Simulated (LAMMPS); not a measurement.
MD of Cu (fcc) at zero pressure, 2048 atoms, as a liquid; each row is its own run.

Model: classical MD, pair style eam/alloy, file Cu_zhou.eam.alloy, run in LAMMPS.

```csv
T (K),viscosity (mPa s)
950,4.88
1770,1.90
1900,1.51
```

**Question.** Fit an Arrhenius law, ln y = a + b / x, to these rows (x is the first column, y the second) and predict the run at x = 1220.

**Answer.** Least squares gives a = -0.62383 and b = 2104. The slope times kB gives an activation energy of 0.18 eV. At x = 1220 the fit predicts 3.01 mPa s. The run itself gave 2.7 ± 0.4 mPa s, so the fit is 13 % high, within the run's error.

Caution (row 950): this liquid lies under the melting point of about 1140 K that EAM-type Cu_zhou.eam.alloy gives, so it is undercooled.
